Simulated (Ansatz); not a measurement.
**C (model structure, Ibam, No. 72, 6 atoms in the cell)**

All values below come from PBEsol (PAW; Ansatz, a first-principles code).

Numerical settings: plane-wave cutoff 520 eV, 14×14×14 k mesh, Fermi–Dirac smearing 0.01 eV, scalar-relativistic PAW data made under PBE.

Cell (relaxed with PBEsol):

C has the orthorhombic space group Ibam (No. 72), Pearson symbol oI12. Conventional cell: a = 2.646 Å, b = 5.522 Å, c = 4.645 Å, α = 90.00°, β = 90.00°, γ = 90.00°. C1 on 8j sees 4 C at 1.566–1.590 Å. C2 on 4a is coordinated by 4 C at 1.566 Å. (Neighbours: up to the widest gap in distance over summed covalent radii, below 1.35, at either atom.)
(The calculation used a cell of 6 atoms; values per cell refer to that cell.)

```json
{
 "band_gap": "2.71 eV",
 "smallest_direct_gap_on_the_k_points_sampled": "2.72 eV",
 "Γ–Γ gap": "5.66 eV"
}
```

Note: the relaxation could raise the start's symmetry but not lower it, so the cell can be a saddle point.

The computed numbers hold no vibrational or temperature effects.

Computing time: very roughly 26 core-seconds.

A model structure was made by putting elements into a prototype or built by hand; it is no filed structure, need not be a known phase, and can be a saddle point held by its symmetry.
